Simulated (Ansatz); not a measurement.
Base system: BAs in the zinc blende structure (space group F-43m, No. 216; a = 4.768 Å).

It is then changed as follows: a hydrostatic pressure of 0.9 GPa.

Levels (all Ansatz, a program for electronic structure, PAW): PBEsol (420 eV, scalar-relativistic without spin-orbit coupling); r2SCAN (500 eV, without spin-orbit coupling); HSE06 (420 eV, no SOC).

At the geometry relaxed with PBEsol, these levels gave the following band gaps, in shuffled order: (a) 1.08 eV, (b) 1.36 eV, (c) 1.81 eV.

Match each gap to its level.

(a) PBEsol; (b) r2SCAN; (c) HSE06.

Single points use the geometry relaxed with PBEsol. HSE06 was sampled on its mesh, a few special points and the semilocal edge points, so its gap is an upper bound. Load acts through the strain it causes; cell and atoms are relaxed under it. Stability against distortions was not tested.
